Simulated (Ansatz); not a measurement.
The parent structure is Os in the hcp (Mg type) structure (space group P6_3/mmc, No. 194; relaxed with 0.1 eV smearing).

```
Os
1.0
    2.73847     0.00000     0.00000
   -1.36924     2.37159     0.00000
    0.00000     0.00000     4.31933
Os
2
Direct
  0.33333   0.66667   0.75000
  0.66667   0.33333   0.25000
```

Cartesian axes are those of the cell as printed.

The values are results of Kohn–Sham DFT with the r2SCAN functional, run in Ansatz (a program for electronic structure) with PAW and 500 eV plane waves, no SOC, earlier PAW set, not measurements.

Before the change:

The pressure comes out as 0.0 GPa.

One thing is altered: biaxial strain −0.43 %, plane normal [001], relaxed out of plane (Cartesian); in-plane vectors clamped, the third vector and the atoms free.

Q: What does the calculation give for the out-of-plane strain after the change?

A: The out-of-plane strain comes out as +0.23 %.

Q: How does this affect the pressure?

A: The pressure (mean of the normal stresses, compression positive) goes from zero to 2.6 GPa.

Whether these cells are dynamically stable was not tested. All final runs are without spin polarisation.
